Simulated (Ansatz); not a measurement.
Co on the Mg site in rock-salt MgO (start: the Mg site; 64-site cell, 2×2×2 shifted sampling). Calculation: PBE, PAW (plane waves to 420 eV; Ansatz, a quantum-chemistry and plane-wave program). Total energies of the localised charge states, counted from that of charge +1, and their image corrections (point charge with alignment); the host's valence-band maximum lies at 7.775 eV on the cells' energy zero and its gap is 4.46 eV.

| charge | moment (μB) | E − E(first) (eV) | correction (eV) |
|---|---|---|---|
| +1 | not spin-polarised | 0.000 | 0.275 |
| 0 | 3.0 | 9.785 | 0.000 |
| −1 | 2.0 | 20.893 | 0.073 |

### Question
Derive the transition levels above the valence-band maximum and say which of them are thermodynamic.

### Answer
A level is the Fermi energy at which two charges have equal formation energy: ε(q/q′) = [E(q′) + corr(q′) − E(q) − corr(q)] / (q − q′) − E_VBM.
ε(+1/0) = [(9.785 + 0.000) − (0.000 + 0.275)] / 1 − 7.775 = 1.73 eV
ε(0/−1) = [(20.893 + 0.073) − (9.785 + 0.000)] / 1 − 7.775 = 3.41 eV
Thermodynamic levels at least 0.1 eV inside the gap: (+1/0) at 1.73 eV; (0/−1) at 3.41 eV. They hold to tenths of an eV in this cell. Only the charges listed were compared. Flagged in the runs: host ions not shown at rest.
